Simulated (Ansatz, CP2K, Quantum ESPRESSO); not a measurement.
BaGaSi (P-6m2, 3 atoms in the cell) computed with different codes at matched settings

Zone-centre phonon calculation.

```yaml
crystal:
  lattice:
    - [4.28357, 0.00000, 0.00000]
    - [-2.14178, 3.70968, 0.00000]
    - [0.00000, 0.00000, 5.23811]
  atoms:
    - { symbol: Ba, position: [0.00000, 0.00000, 0.00000] }
    - { symbol: Ga, position: [0.33333, 0.66667, 0.50000] }
    - { symbol: Si, position: [0.66667, 0.33333, 0.50000] }
```

Shared settings, as Ansatz (a quantum-chemistry and plane-wave program) writes them: kpoints.mp_grid.grid = 7 7 5; scf.occupations.method = fermi_dirac; scf.occupations.width = 0.1 eV. Potentials and cutoffs stand in the table.

```json
[
 {"code": "CP2K", "model": "LDA (Pade form), GPW, DZVP-MOLOPT-SR-GTH basis, GTH-PADE potentials (GTH_POTENTIALS)", "highest zone-centre frequency (cm⁻¹)": "323", "cutoff": "grid 600 Ry"},
 {"code": "Quantum ESPRESSO", "model": "LDA (PW92), PseudoDojo standard norm-conserving (LDA) pseudopotentials", "highest zone-centre frequency (cm⁻¹)": "316", "cutoff": "80 Ry"},
 {"code": "Ansatz", "model": "LDA (PW92), PAW files made with PBE", "highest zone-centre frequency (cm⁻¹)": "317", "cutoff": "default"}
]
```

The spread over the programs that give each value: highest zone-centre frequency within 7.0 cm⁻¹.

CP2K uses small atom-centred bases, whose incompleteness enters pressures, forces and empty levels differently from a plane-wave cutoff.

The starting cell comes from a database of computed structures (which also holds hypothetical and non-ambient phases and stackings), without a prior relaxation at this level. Its lattice was rescaled by a random factor within 2.5 % of one.

Keys are those of Ansatz 0.2.
